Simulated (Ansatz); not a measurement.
A computed series for GaN: element substitutions

Consider GaN in the zinc blende structure (space group F-43m, No. 216; a = 4.4981 Å).

Each row replaces one element on all its sites; cell and atoms are relaxed.

Method: PBEsol (Ansatz, a program for electronic structure; PAW; 420 eV plane waves; without spin-orbit coupling).

```tsv
case	band gap	shortest interatomic distance	density
base	1.70 eV	1.948 Å	6.11 g/cm³
N → Sb	zero	2.646 Å	5.57 g/cm³
Ga → B	4.30 eV	1.561 Å	3.52 g/cm³
Ga → Al	3.19 eV	1.896 Å	3.25 g/cm³
```

Spin-orbit coupling, missing from the scalar runs, can matter with Sb. Stability against distortions was not tested. All final runs are without spin polarisation. This is not the structure that GaN has at room temperature and ambient pressure. This is not the structure that AlN has at room temperature and ambient pressure. The zero or small gap of GaSb can change with the level of theory.
